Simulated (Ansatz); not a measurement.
Seebeck coefficient (μV/K, mean over directions) of n-type PtS2 (P-3m1) against carrier density, r2SCAN+D4 with spin-orbit coupling, rigid bands (Ansatz, an electronic-structure program). Computed gap 0.93 eV; densities at which minority carriers matter at this gap, or further valleys turn the trend, are left out. Conductivity mass 0.39 mₑ (harmonic mean over directions), N_c = 3.9e19 cm⁻³ at 300 K.

```tsv
electron density	300 K	500 K
1e17 cm⁻³	-741	?
1e18 cm⁻³	-543	-657
3e18 cm⁻³	-449	-563
1e19 cm⁻³	-348	-461
3e19 cm⁻³	-260	-370
1e20 cm⁻³	?	-277
3e20 cm⁻³	-132	-206
1e21 cm⁻³	-99	-142
```

Q: What belongs in the gaps?

A: 
- 1e17 cm⁻³, 500 K: -856
- 1e20 cm⁻³, 300 K: -178

Rigid bands with a gap fixed in temperature, one relaxation time for all states, no polarons or phonon drag, and whether or not such doping can be reached. Geometry: cell and atoms relaxed with r2SCAN+D4.

Computed structure with no diffraction record at hand here (it may be known, metastable or hypothetical): PtS2 (P-3m1).
